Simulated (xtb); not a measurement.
xtb 6.7.1, GFN2-xTB: [CH2][Si]C, charge 0, multiplicity 2, 8 atoms. The geometry is a generated start, not checked to be a minimum at this level.

```json
{
 "method": "GFN2-xTB",
 "--acc": "1 (default)",
 "--etemp (K)": "300 (default)",
 "detailed input (--input)": "none: ANC optimiser, Lindh (1995) Hessian, microcycle=20, maxdispl=1.0, hlow=0.01 (default)",
 "basis_functions": "23",
 "valence_electrons": "17"
}
```

```xyz
8

C      1.7272    -0.2917     0.1047
Si     0.1568    -0.2631     0.9477
C     -1.3884     0.1176    -0.1178
H      2.5844    -0.7391     0.5886
H      2.0003     0.5630    -0.5024
H     -1.4350     1.1861    -0.3201
H     -1.3298    -0.4031    -1.0713
H     -2.3156    -0.1697     0.3706
```

Charge 0 and multiplicity 2 are set for this test and not shown to be the ground state. GFN-xTB has no spin term: --uhf 1 sets the occupations alone.

The structure is relaxed from this start with --opt LEVEL for the levels crude, sloppy, loose, lax, normal, tight, vtight, extreme, once each. Up to the end of the extreme run atoms move by at most 0.44 Å along an axis.

**Question.** Choose the cheapest level whose final energy lies within 1 meV of that of extreme.

**Answer.** tight: 23 cycles against 32, ending 0.12 meV above.

```
level    cycles  energy above the extreme run (meV)  gradient norm (eV/Å)
-------  ------  ----------------------------------  --------------------
crude         1                                 8.6                 0.079
sloppy        1                                 8.6                 0.079
loose         1                                 8.6                 0.079
lax           1                                 8.6                 0.079
normal        3                                 8.2                 0.033
tight        23                                0.12                0.0088
vtight       31                          under 0.01               0.00096
extreme      32                                   —               0.00073
```
